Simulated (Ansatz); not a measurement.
Input:

```
CELL_PARAMETERS angstrom
      3.85845     0.00000     0.00000
      0.00000     3.85845     0.00000
      0.00000     0.00000     3.85845
ATOMIC_POSITIONS crystal
  Sr 0.00000 0.00000 0.00000
  V  0.50000 0.50000 0.50000
  O  0.50000 0.00000 0.50000
  O  0.00000 0.50000 0.50000
  O  0.50000 0.50000 0.00000
```

Method: PBE, DFPT electron-phonon coupling, linearised Boltzmann equation (plane waves, PAW, scalar-relativistic; Ansatz, a first-principles code). Condition of this run: functional PBE, cell relaxed with it. Geometry: relaxed with this functional, without spin-orbit coupling.

Task: Estimate the phonon-limited resistivity at 300 K, by direction if it differs.

Result: 15.8 μΩ·cm.

Task: How long is the mean free path there?

Result: 9.0 nm, weighted by the current that each state carries. Wires not much wider than this gain resistivity from their walls.

A metal at this level (no band gap). Only scattering by harmonic phonons is included (no impurities, grain boundaries, electron-electron scattering or thermal expansion). Spin-orbit coupling is left out. The run warned that the eigensolver left some states short of its tolerance. Halving the electron mesh (24x24x24) moves the resistivity by up to 1 % at 300 K, the mean free path by up to 8 %. Smearing 0.20 eV; phonons on a 4x4x4 q mesh, which this run doesn't test.

Formula and space group known from diffraction (Crystallography Open Database), not checked to be the room-temperature form: SrVO3 (Pm-3m). Treated as nonmagnetic (a ferromagnetic start lost its moment, other orders weren't tried): SrVO3 (Pm-3m).
